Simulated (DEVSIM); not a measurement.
System: Cr/AlN/p-Ge capacitor, at 300 K.

```
layer (left to right)  material  thickness (nm)  Na (cm⁻³)
---------------------  --------  --------------  ---------
1                           AlN            14.0          -
2                            Ge           16000     1.4e15
```

Metal gate on the left, work function 4.5 eV. Fixed charge at the semiconductor interface -4.7e10 cm⁻² (in units of +e); no interface traps.

Constants are typed, rounded textbook-type inputs, not results; the design itself was drawn at random and stands for no fabricated device. Values at 300 K.

```
parameter      AlN       Ge
-------------  ---  -------
gap (eV)       6.1    0.664
affinity (eV)  1.9        4
permittivity   8.5       16
Nc (cm⁻³)        -  1.04e19
Nv (cm⁻³)        -     6e18
```

Simulated with DEVSIM: 1D Poisson equation in equilibrium, Boltzmann statistics, complete ionisation; no quantum confinement or tunnelling. Metal contacts follow the ideal Schottky-Mott rule: no Fermi-level pinning, no interface dipoles.

The interface trap density was swept, all else fixed.

```json
[
 {"interface trap density (cm^-2 eV^-1)": "0", "flat-band voltage (V)": "0.07", "minimum of the low-frequency capacitance (μF/cm²)": "0.0353", "threshold voltage (band bending 2φF) (V)": "0.31"},
 {"interface trap density (cm^-2 eV^-1)": "1e10", "flat-band voltage (V)": "0.07", "minimum of the low-frequency capacitance (μF/cm²)": "…", "threshold voltage (band bending 2φF) (V)": "0.31"},
 {"interface trap density (cm^-2 eV^-1)": "1e11", "flat-band voltage (V)": "0.06", "minimum of the low-frequency capacitance (μF/cm²)": "0.0489", "threshold voltage (band bending 2φF) (V)": "0.31"},
 {"interface trap density (cm^-2 eV^-1)": "3e11", "flat-band voltage (V)": "0.06", "minimum of the low-frequency capacitance (μF/cm²)": "0.0740", "threshold voltage (band bending 2φF) (V)": "0.31"},
 {"interface trap density (cm^-2 eV^-1)": "1e12", "flat-band voltage (V)": "0.03", "minimum of the low-frequency capacitance (μF/cm²)": "0.145", "threshold voltage (band bending 2φF) (V)": "0.34"},
 {"interface trap density (cm^-2 eV^-1)": "2e12", "flat-band voltage (V)": "0.00", "minimum of the low-frequency capacitance (μF/cm²)": "0.215", "threshold voltage (band bending 2φF) (V)": "0.37"}
]
```

**Question.** Complete the blanks.

**Answer.** 
- 1e10, minimum of the low-frequency capacitance (μF/cm²): 0.0367
